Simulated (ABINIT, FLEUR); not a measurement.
A FLEUR input for a self-consistent single point of Cu₂WSe₄ (I-42m, 7 atoms in the cell) (DFT, PBEsol, all-electron FLAPW (FLEUR), scalar-relativistic valence):

Input of the input generator:

```
Cu2WSe4 crystal
&input film=f /
-5.1484718991 5.1484718991 10.3833458562
5.1484718991 -5.1484718991 10.3833458562
5.1484718991 5.1484718991 -10.3833458562
1.0
1.0 1.0 1.0

7
29 -0.0000000000 0.5000000000 0.5000000000
29 0.5000000000 -0.0000000000 0.5000000000
74 -0.0000000000 -0.0000000000 0.0000000000
34 0.8828700000 0.3673300000 -0.0000000000
34 0.6326700000 0.6326700000 0.5155400000
34 0.3673300000 0.8828700000 0.0000000000
34 0.1171300000 0.1171300000 0.4844600000

&comp jspins=1 /
&exco xctyp='PBEs' /
&kpt div1=3 div2=3 div3=3 /
&end /
```

```xml
<?xml version="1.0" encoding="UTF-8" standalone="no"?>
<fleurInput fleurInputVersion="0.39">
   <comment>
      Cu2WSe4 crystal                                                                                     
   </comment>
   <calculationSetup>
      <cutoffs Kmax="3.9" Gmax="13.7" GmaxXC="13.7" numbands="0"/>
      <scfLoop itmax="80" minDistance="0.00001" maxIterBroyd="15" imix="Anderson" alpha="0.05" precondParam="0.0" spinf="2.0"/>
      <coreElectrons ctail="T" frcor="F" kcrel="0" coretail_lmax="0"/>
      <xcFunctional name="PBEs" relativisticCorrections="F"/>
      <magnetism jspins="1"/>
      <soc l_soc="F" theta="0.0" phi="0.0" spav="F"/>
      <expertModes spex="0" secvar="F"/>
      <geometryOptimization l_f="T" forcealpha="1.0" forcemix="BFGS" epsdisp="0.00001" epsforce="0.00001"/>
      <ldaU l_linMix="F" mixParam="0.05" spinf="1.0"/>
   </calculationSetup>
   <cell>
      <bzIntegration valenceElectrons="100.0" mode="hist" fermiSmearingEnergy="0.00036749">
         <kPointListSelection listName="default-1"/>
         <!-- k-points included here -->
         <xi:include xmlns:xi="http://www.w3.org/2001/XInclude" href="kpts.xml"> </xi:include>
      </bzIntegration>
      <!-- symmetry operations included here -->
      <xi:include xmlns:xi="http://www.w3.org/2001/XInclude" href="sym.xml"> </xi:include>
      <bulkLattice scale="1.0">
         <bravaisMatrix>
            <row-1>   -5.1484718990999996     5.1484718990999996    10.3833458562000001</row-1>
            <row-2>    5.1484718990999996    -5.1484718990999996    10.3833458562000001</row-2>
            <row-3>    5.1484718990999996     5.1484718990999996   -10.3833458562000001</row-3>
         </bravaisMatrix>
      </bulkLattice>
   </cell>
   <atomSpecies>
      <species name="Copper (Cu)" element="Cu" atomicNumber="29">
         <mtSphere radius="2.17" gridPoints="751" logIncrement="0.016"/>
         <atomicCutoffs lmax="8" lnonsphr="6"/>
         <electronConfig flipSpins="F">
            <coreConfig>(1s1/2) (2s1/2) (2p1/2) (2p3/2) (3s1/2) (3p1/2) (3p3/2)</coreConfig>
            <valenceConfig>(4s1/2) (3d3/2) (3d5/2)</valenceConfig>
            <stateOccupation state="(4s1/2)" spinUp="0.5" spinDown="0.5"/>
         </electronConfig>
         <energyParameters s="4" p="4" d="3" f="4"/>
         <lo type="HELO" l="2" n="4" eDeriv="0"/>
      </species>
      <species name="Tungsten (W)" element="W" atomicNumber="74">
         <mtSphere radius="2.09" gridPoints="721" logIncrement="0.018"/>
         <atomicCutoffs lmax="8" lnonsphr="6"/>
         <electronConfig flipSpins="F">
            <coreConfig>(1s1/2) (2s1/2) (2p1/2) (2p3/2) (3s1/2) (3p1/2) (3p3/2) (4s1/2) (3d3/2) (3d5/2) (4p1/2) (4p3/2) (4d3/2) (4d5/2) (4f5/2) (4f7/2)</coreConfig>
            <valenceConfig>(5s1/2) (5p1/2) (5p3/2) (6s1/2) (5d3/2) (5d5/2)</valenceConfig>
            <stateOccupation state="(5d3/2)" spinUp="0.8" spinDown="0.8"/>
            <stateOccupation state="(5d5/2)" spinUp="1.2" spinDown="1.2"/>
         </electronConfig>
         <energyParameters s="6" p="6" d="5" f="5"/>
         <lo type="SCLO" l="0" n="5" eDeriv="0"/>
         <lo type="SCLO" l="1" n="5" eDeriv="0"/>
      </species>
      <species name="Selenium (Se)" element="Se" atomicNumber="34">
         <mtSphere radius="2.09" gridPoints="721" logIncrement="0.017"/>
         <atomicCutoffs lmax="8" lnonsphr="6"/>
         <electronConfig flipSpins="F">
            <coreConfig>(1s1/2) (2s1/2) (2p1/2) (2p3/2) (3s1/2) (3p1/2) (3p3/2)</coreConfig>
            <valenceConfig>(4s1/2) (3d3/2) (3d5/2) (4p1/2) (4p3/2)</valenceConfig>
            <stateOccupation state="(4p1/2)" spinUp="0.6666666666667" spinDown="0.6666666666667"/>
            <stateOccupation state="(4p3/2)" spinUp="1.3333333333333" spinDown="1.3333333333333"/>
         </electronConfig>
         <energyParameters s="4" p="4" d="3" f="4"/>
         <lo type="HELO" l="2" n="4" eDeriv="0"/>
      </species>
   </atomSpecies>
   <atomGroups>
      <atomGroup species="Copper (Cu)">
         <relPos label="                   1">.0000000000 1.000/2.000 1.000/2.000</relPos>
         <relPos label="                   2">1.000/2.000 .0000000000 1.000/2.000</relPos>
         <force calculate="T" relaxXYZ="TTT"/>
      </atomGroup>
      <atomGroup species="Tungsten (W)">
         <relPos label="                   3">.0000000000 .0000000000 .0000000000</relPos>
         <force calculate="T" relaxXYZ="TTT"/>
      </atomGroup>
      <atomGroup species="Selenium (Se)">
         <relPos label="                   4">-.1171300000 .3673300000 .0000000000</relPos>
         <relPos label="                   5">-.3673300000 -.3673300000 -.4844600000</relPos>
         <relPos label="                   6">.3673300000 -.1171300000 .0000000000</relPos>
         <relPos label="                   7">.1171300000 .1171300000 .4844600000</relPos>
         <force calculate="T" relaxXYZ="TTT"/>
      </atomGroup>
   </atomGroups>
   <output dos="F" band="F" slice="F">
      <checks vchk="F" cdinf="F"/>
      <bandDOS minEnergy="-.5*Htr" maxEnergy="0.5*Htr" sigma="0.015" storeEVData="T"/>
      <vacuumDOS vacdos="F" integ="F" star="F" nstars="0" locx1="0.0" locy1="0.0" locx2="0.0" locy2="0.0" nstm="0" tworkf="0.0"/>
      <unfoldingBand unfoldBand="F" supercellX="1" supercellY="1" supercellZ="1"/>
      <plotting iplot="0" polar="F">
         <plot TwoD="T" vec1="  1.0  0.0  0.0" vec2="  0.0  1.0  0.0" vec3="  0.0  0.0  1.0" zero="  0.0  0.0  0.0" file="plot"/>
      </plotting>
      <chargeDensitySlicing numkpt="0" minEigenval="0.0" maxEigenval="0.0" nnne="0" pallst="F"/>
      <specialOutput eonly="F"/>
      <magneticCircularDichroism mcd="F" energyLo="-10.0" energyUp="0.0"/>
   </output>
  <!-- We include the file relax.xml here to enable relaxations (see documentation) -->
  <xi:include xmlns:xi="http://www.w3.org/2001/XInclude" href="relax.xml"> <xi:fallback/> </xi:include>
</fleurInput>
```

Q: Write the same calculation as an input for ABINIT.

A: One input that does it (others would too):

```
# Cu2WSe4, JTH v2.0 PBE PAW
pp_dirpath "./"
pseudos "Cu.GGA_PBE-JTH.xml, W.GGA_PBE-JTH.xml, Se.GGA_PBE-JTH.xml"
acell 12.6817742040 12.6817742040 12.6817742040
rprim
        -0.4059741024    0.4059741024    0.8187612939
         0.4059741024   -0.4059741024    0.8187612939
         0.4059741024    0.4059741024   -0.8187612939
natom 7
ntypat 3
znucl 29 74 34
typat 1 1 2 3 3 3 3
xcart
         5.1484718991    0.0000000000    0.0000000000
         0.0000000000    5.1484718991    0.0000000000
         0.0000000000    0.0000000000    0.0000000000
        -2.6542432029    2.6542432029   12.9812589894
         2.6542432029    2.6542432029    7.7854327229
         2.6542432029   -2.6542432029   12.9812589894
         2.4942286963    2.4942286963   -2.5979131332
ecut 30 Ha
pawecutdg 60 Ha
pawovlp -1
pawxcdev 0
ixc -116133
occopt 3
tsmear 0.00036749
nband 48
kptopt 1
ngkpt 3 3 3
nshiftk 1
shiftk 0 0 0
nstep 100
tolvrs 1.0e-10
prtwf 0
prtden 0
enunit 1
```

Basis settings and potentials, where a program has them, do not carry over. This input uses DFT, PBEsol, plane waves, PAW (JTH v2.0 PBE PAW, files made for PBE).

The starting cell comes from a database of computed structures (which also holds hypothetical and non-ambient phases and stackings), without a prior relaxation at this level. For this run, on top of that: lattice scaled by 0.98.
